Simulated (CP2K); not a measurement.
Input and output of a self-consistent single point for YPO4 (I4_1/amd, 12 atoms in the cell) (CP2K)

Level of theory: LDA (Pade form), GPW, DZVP-MOLOPT-SR-GTH basis, GTH-PADE potentials (GTH_POTENTIALS) (CP2K).

Input as run:

```
&GLOBAL
  PROJECT scf
  RUN_TYPE ENERGY_FORCE
  PRINT_LEVEL LOW
&END GLOBAL
&FORCE_EVAL
  METHOD Quickstep
  STRESS_TENSOR ANALYTICAL
  &DFT
    BASIS_SET_FILE_NAME BASIS_MOLOPT
    POTENTIAL_FILE_NAME GTH_POTENTIALS
    &QS
      METHOD GPW
      EPS_DEFAULT 1E-11
    &END QS
    &MGRID
      CUTOFF 500
      REL_CUTOFF 50
      NGRIDS 5
    &END MGRID
    &SCF
      SCF_GUESS ATOMIC
      EPS_SCF 1E-6
      MAX_SCF 100
      ADDED_MOS 14
      &DIAGONALIZATION
        ALGORITHM STANDARD
      &END DIAGONALIZATION
      &MIXING
        METHOD BROYDEN_MIXING
        ALPHA 0.4
        NBUFFER 10
        BETA 1
      &END MIXING
    &END SCF
    &KPOINTS
      SCHEME MONKHORST-PACK 3 3 3
    &END KPOINTS
    &XC
      &XC_FUNCTIONAL PADE
      &END XC_FUNCTIONAL
    &END XC
    &PRINT
      &MO
        EIGENVALUES T
        OCCUPATION_NUMBERS T
        NDIGITS 8
        FILENAME mo
        &EACH
          QS_SCF 0
        &END EACH
        ADD_LAST NUMERIC
      &END MO
      &MULLIKEN OFF
      &END MULLIKEN
    &END PRINT
  &END DFT
  &SUBSYS
    &CELL
      A 5.72768200 0.00000000 0.00000000
      B -2.56012100 5.12368200 0.00000000
      C -1.58378100 -2.56184100 4.87185300
      PERIODIC XYZ
    &END CELL
    &COORD
      SCALED
      Y        0.00000000     0.00000000     0.00000000
      Y        0.75000000     0.25000000     0.50000000
      P        0.25000000     0.75000000     0.50000000
      P        0.50000000     0.50000000     0.00000000
      O        0.16640000     0.34105000     0.82535000
      O        0.09105000     0.76570000     0.67465000
      O        0.51570000     0.34105000     0.17465000
      O        0.09105000     0.41640000     0.32535000
      O        0.58360000     0.90895000     0.67465000
      O        0.65895000     0.83360000     0.17465000
      O        0.23430000     0.90895000     0.32535000
      O        0.65895000     0.48430000     0.82535000
    &END COORD
    &KIND Y
      BASIS_SET DZVP-MOLOPT-SR-GTH
      POTENTIAL GTH-PADE-q11
    &END KIND
    &KIND P
      BASIS_SET DZVP-MOLOPT-SR-GTH
      POTENTIAL GTH-PADE-q5
    &END KIND
    &KIND O
      BASIS_SET DZVP-MOLOPT-SR-GTH
      POTENTIAL GTH-PADE-q6
    &END KIND
  &END SUBSYS
  &PRINT
    &FORCES ON
    &END FORCES
    &STRESS_TENSOR ON
    &END STRESS_TENSOR
  &END PRINT
&END FORCE_EVAL
```

Output (repeated stretches shortened):

```
 GLOBAL| Method name                                                        CP2K
 GLOBAL| Project name                                                        scf
 GLOBAL| Run type                                                   ENERGY_FORCE

 TOTAL NUMBERS AND MAXIMUM NUMBERS

  Total number of            - Atomic kinds:                                   3
                             - Atoms:                                         12
                             - Shell sets:                                    12
                             - Shells:                                        66
                             - Primitive Cartesian functions:                 62
                             - Cartesian basis functions:                    202
                             - Spherical basis functions:                    182

  Maximum angular momentum of- Orbital basis functions:                        3
                             - Local part of the GTH pseudopotential:          2
                             - Non-local part of the GTH pseudopotential:      4

 SCF PARAMETERS         Density guess:                                    ATOMIC
                        max_scf:                                             100
                        max_diis:                                              4
                        eps_scf:                                        1.00E-06
                        eps_diis:                                       1.00E-01
                        eps_eigval:                                     1.00E-05
                        level_shift [a.u.]:                             0.000000
                        added MOs                                        14    0
                        Mixing method:                            BROYDEN_MIXING
                                                charge density mixing in g-space
                        No outer SCF

 Extrapolation method: initial_guess

 Number of electrons:                                                         80
 Number of occupied orbitals:                                                 40
 Number of molecular orbitals:                                                54

 Number of orbital functions:                                                182
 Number of independent orbital functions:                                    182

 SCF WAVEFUNCTION OPTIMIZATION

  Step     Update method      Time    Convergence         Total energy    Change
     1 NoMix/Diag. 0.40E+00      -     2.07830052      -219.8381360452 -2.20E+02
     2 Broy./Diag. 0.40E+00      -     0.21306694      -210.5782180272  9.26E+00
     3 Broy./Diag. 0.40E+00      -     0.08245343      -218.5443155002 -7.97E+00
     4 Broy./Diag. 0.40E+00      -     0.03939998      -219.0285762374 -4.84E-01
     5 Broy./Diag. 0.40E+00      -     0.00453130      -218.8179124956  2.11E-01
     6 Broy./Diag. 0.40E+00      -     0.00359832      -218.9602920297 -1.42E-01
     7 Broy./Diag. 0.40E+00      -     0.00021166      -218.9742392574 -1.39E-02
     8 Broy./Diag. 0.40E+00      -     0.00024616      -218.9814483174 -7.21E-03
     9 Broy./Diag. 0.40E+00      -     0.00002746      -218.9794608801  1.99E-03
    10 Broy./Diag. 0.40E+00      -     0.00000795      -218.9796445066 -1.84E-04
    11 Broy./Diag. 0.40E+00      -     0.00000695      -218.9796699882 -2.55E-05
    12 Broy./Diag. 0.40E+00      -     0.00000053      -218.9797186634 -4.87E-05

  *** SCF run converged in    12 steps ***

  Electronic density on regular grids:        -79.9999999993        0.0000000007
  Core density on regular grids:               79.9999999995       -0.0000000005
  Total charge density on r-space grids:        0.0000000002
  Total charge density g-space grids:           0.0000000002

  Overlap energy of the core charge distribution:               0.00000039067533
  Self energy of the core charge distribution:               -504.61713386075422
  Core Hamiltonian energy:                                    133.83714343486290
  Hartree energy:                                             193.49188530103305
  Exchange-correlation energy:                                -41.69161392922270

  Total energy:                                              -218.97971866340561

 ENERGY| Total FORCE_EVAL ( QS ) energy [hartree]           -218.979721299927945

 FORCES| Atomic forces [hartree/bohr]
 FORCES|   Atom     x               y               z               |f|
 FORCES|      1 -4.73429598E-09 -1.39641793E-08  3.37285551E-09   1.51257402E-08
 FORCES|      2  5.44632370E-09  2.83613086E-10 -5.14663462E-09   7.49871496E-09
 FORCES|      3 -5.93415290E-08 -5.03931928E-08  4.98599338E-08   9.24494669E-08
 FORCES|      4  5.23423984E-08  5.41469528E-08 -5.33288942E-08   9.22799551E-08
 FORCES|      5 -8.10393095E-03 -5.58872306E-03 -3.95427938E-03   1.06086685E-02
 FORCES|      6 -8.10388828E-03 -5.58871501E-03  3.95413163E-03   1.06085766E-02
 FORCES|      7 -1.37713969E-03 -9.74741337E-03  3.95426096E-03   1.06087116E-02
 FORCES|      8 -1.37716068E-03 -9.74734005E-03 -3.95418215E-03   1.06086175E-02
 FORCES|      9  8.10391716E-03  5.58871438E-03  3.95420699E-03   1.06086264E-02
 FORCES|     10  1.37716834E-03  9.74734027E-03  3.95425416E-03   1.06086456E-02
 FORCES|     11  1.37714029E-03  9.74742003E-03 -3.95419348E-03   1.06086926E-02
 FORCES|     12  8.10389249E-03  5.58873139E-03 -3.95419350E-03   1.06086115E-02
 FORCES| Sum    -7.60224513E-09  4.64980203E-09 -1.91204101E-11
 FORCES| Total atomic force                                       8.91151813E-09

 STRESS| Analytical stress tensor [bar]
 STRESS|                        x                   y                   z
 STRESS|      x       -4.26211938085E+04  -1.59997513407E+03  -6.04098928348E-01
 STRESS|      y       -1.59997513407E+03  -4.42198198050E+04  -1.30881750038E+00
 STRESS|      z       -6.04098928348E-01  -1.30881750038E+00  -4.16344207009E+04
 STRESS| 1/3 Trace                                            -4.28251447714E+04
```

The run converged in 12 iterations.

The starting cell comes from a database of computed structures (which also holds hypothetical and non-ambient phases and stackings), without a prior relaxation at this level. Values carry the incompleteness of an atom-centred basis. With a pressure of about -4 GPa the cell is away from its equilibrium volume at this level.

Cost on one core of a shared machine: roughly 2 min.
